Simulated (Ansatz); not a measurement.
**Response to strain in HfO2**

Start from HfO$_{2}$ in the fluorite structure (space group Fm-3m, No. 225; a = 5.044 Å). Axes: x, y, z lie along the cube axes.

Strains are applied to the cell and any free atomic positions relax.

Calculations: plane-wave PAW DFT at the PBEsol level (Ansatz, a first-principles code, 420 eV), spin-orbit coupling left out.

Notes on the quantities. energy relative to the base: free energy F.

| uniaxial strain ε_zz (%) | energy relative to the base (meV/atom) |
|---|---|
| -3 | 18.1 |
| -2.5 | 12.5 |
| -2 | 8.0 |
| -1.5 | ? |
| -1 | 2.0 |
| -0.5 | 0.5 |
| 0 | 0.0 |

### Question
Fit ΔE = Aε² + Bε³ (ε in %) to the rows shown and predict the withheld row.

### Answer
Least squares on the printed values gives A = 1.97 and B = -0.012 meV/atom (largest residual 0.0 meV/atom); this predicts 4.5 meV/atom, and the run gives 4.5 meV/atom, in agreement.

Stability against distortions was not tested. This is not the structure that HfO2 has at room temperature and ambient pressure.
